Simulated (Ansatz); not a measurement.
BaHfO3: response to strain

Start from BaHfO$_{3}$ in the cubic perovskite structure (space group Pm-3m, No. 221; a = 4.206 Å).

Strains are applied to the cell and any free atomic positions relax.

Calculations: PBE (Ansatz, an electronic-structure program, PAW, scalar-relativistic without spin-orbit coupling).

Notes on the quantities. electron mass: degenerate bands, along [100].

```json
[
 {"case": "base", "band gap": "3.62 eV", "gap character": "indirect, R → Γ", "electron mass": "0.35, 0.35, 2.3 mₑ (at Γ)", "pressure": "-0.01 GPa"},
 {"case": "isotropic strain −3.00 %", "band gap": "3.79 eV", "gap character": "direct at Γ", "electron mass": "0.32, 0.32, 2.2 mₑ (at Γ)", "pressure": "17.34 GPa"},
 {"case": "isotropic strain −2.40 %", "band gap": "3.77 eV", "gap character": "indirect, R → Γ", "electron mass": "0.33, 0.33, 2.2 mₑ (at Γ)", "pressure": "13.27 GPa"},
 {"case": "isotropic strain −1.80 %", "band gap": "3.73 eV", "gap character": "indirect, R → Γ", "electron mass": "0.33, 0.33, 2.2 mₑ (at Γ)", "pressure": "9.53 GPa"},
 {"case": "isotropic strain −1.20 %", "band gap": "3.70 eV", "gap character": "indirect, R → Γ", "electron mass": "0.34, 0.34, 2.3 mₑ (at Γ)", "pressure": "6.08 GPa"}
]
```

With Hf present, leaving out spin-orbit coupling can change the band edges. Masses are band curvatures over ±0.01 Å⁻¹ around the edge. Whether these cells are dynamically stable was not tested.
